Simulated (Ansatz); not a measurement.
Consider MgO in the rock salt structure (space group Fm-3m, No. 225; a = 4.214 Å).

Now apply this change: cell and atoms relaxed at a pressure of 0.7 GPa.

Method: PBEsol in Ansatz (plane waves to 420 eV, PAW, no SOC).

Base, band edges from the VBM (valence, conduction): X -1.35, 8.95; W -1.79, 11.50; L -0.66, 7.74; Γ 0.00, 4.62; K -1.15, 9.94; U -1.15, 9.94 eV.

Q: Give the band edges at the high-symmetry points of the new zone, measured from its valence-band maximum.

A: 
| point | valence edge (eV) | conduction edge (eV) |
|---|---|---|
| Γ | 0.00 | 4.66 |
| X | -1.36 | 8.96 |
| U | -1.16 | 9.96 |
| K | -1.16 | 9.96 |
| L | -0.66 | 7.77 |
| W | -1.80 | 11.53 |

The gap is 4.66 eV, direct at Γ.

Load acts through the strain it causes; cell and atoms are relaxed under it. No phonon test of stability was made. The base started in Pnma and relaxed to Fm-3m at this level.

Ansatz is an electronic-structure program.
